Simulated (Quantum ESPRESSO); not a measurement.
Input and output of a self-consistent single point for Co (P6_3/mmc, 2 atoms in the cell) (Quantum ESPRESSO).

Computed with PBE, SSSP 1.1.2 efficiency (PBE) pseudopotentials (plane waves; Quantum ESPRESSO).

```xyz
2
Lattice="2.4720 0.0000 0.0000 -1.2360 2.1408 0.0000 0.0000 0.0000 4.0211" Properties=species:S:1:pos:R:3 pbc="T T T"
Co     0.0000     1.4272     1.0053
Co     1.2360     0.7136     3.0159
```

Reference input (self-consistent single point, DFT, PBE, plane waves, SSSP 1.1.2 efficiency (PBE) pseudopotentials): ecutwfc = 50 Ry; ecutrho = 400 Ry; occupations = smearing; smearing = cold; degauss = 0.019992 Ry; nspin = 2; potentials = {Co: Co_pbe_v1.2.uspp.F.UPF}; K_POINTS = automatic 10 10 6 0 0 0; conv_thr = 1e-10 Ry; mixing_beta = 0.3. This run's input differs from it in these lines:

```diff
@@ -19,4 +19,2 @@
  degauss = 0.019992
- nspin = 2
- starting_magnetization(1) = 0.176
 /
```

Output, abridged:

```
     Self-consistent Calculation

     iteration #  1     ecut=    50.00 Ry     beta= 0.30

     total energy              =    -594.12534582 Ry
     estimated scf accuracy    <      13.73352154 Ry

     iteration #  2     ecut=    50.00 Ry     beta= 0.30

     total energy              =    -596.86456956 Ry
     estimated scf accuracy    <       0.40131317 Ry

     iteration #  3     ecut=    50.00 Ry     beta= 0.30

     total energy              =    -596.93937914 Ry
     estimated scf accuracy    <       0.00759356 Ry

   [... 8 blocks of this kind left out ...]

     iteration # 12     ecut=    50.00 Ry     beta= 0.30

     total energy              =    -596.94154539 Ry
     estimated scf accuracy    <          2.2E-09 Ry

     iteration # 13     ecut=    50.00 Ry     beta= 0.30
     End of self-consistent calculation

     the Fermi energy is    18.8248 ev

!    total energy              =    -596.94154540 Ry
     estimated scf accuracy    <          1.7E-11 Ry
     smearing contrib. (-TS)   =      -0.00276679 Ry
     internal energy E=F+TS    =    -596.93877861 Ry

     convergence has been achieved in  13 iterations

     Forces acting on atoms (cartesian axes, Ry/au):

     atom    1 type  1   force =     0.00000000    0.00000000    0.00000000
     atom    2 type  1   force =     0.00000000   -0.00000000    0.00000000

     Total force =     0.000000     Total SCF correction =     0.000000

          total   stress  (Ry/bohr**3)                   (kbar)     P=      -83.10
  -0.00051573   0.00000000   0.00000000          -75.87        0.00        0.00
   0.00000000  -0.00051573   0.00000000            0.00      -75.87        0.00
  -0.00000000  -0.00000000  -0.00066328           -0.00       -0.00      -97.57

   JOB DONE.
```

The run converged in 13 iterations. Against the reference run the free energy rises by 258 meV/atom, the pressure goes from 4.78 to -8.31 GPa and the net moment of 1.68 μB/atom is absent without spin.

The starting cell comes from a database of computed structures (which also holds hypothetical and non-ambient phases and stackings), without a prior relaxation at this level. Spin polarisation is off. With a pressure of about -8 GPa the cell is away from its equilibrium volume at this level.
